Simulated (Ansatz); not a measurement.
Coverage and cell size: C on the 1x1 (111) surface of fcc Cu, one adsorbate a cell, in each cell the lowest of the starts that converged. Energies against an atom of graphite, without dispersion, zero-point or thermal terms; small cells hold the layer to their symmetry. A negative adsorption energy means that the adsorbate is more stable on the surface than in its reference.

Computed with PBE (plane waves to 420 eV, PAW; Ansatz, a first-principles code).

| area an adsorbate, end state | atoms | E_ads (eV) | height (Å) | Δ work function (eV) | rough cost |
|---|---|---|---|---|---|
| 6 Å², bonded to 3 Cu | 5 | ? | 1.38 | 2.20 | about 13 core-minutes (a rough figure) |
| 11 Å², bonded to 3 Cu | 9 | 3.56 | 1.12 | 1.40 | around 30 core-minutes (rough) |
| 23 Å², bonded to 3 Cu | 17 | ? | 1.03 | 0.86 | very roughly 30 core-minutes |

**Question.** What belongs in the gaps?

**Answer.** 
- 6 Å², bonded to 3 Cu, E_ads (eV): 4.14
- 23 Å², bonded to 3 Cu, E_ads (eV): 2.99
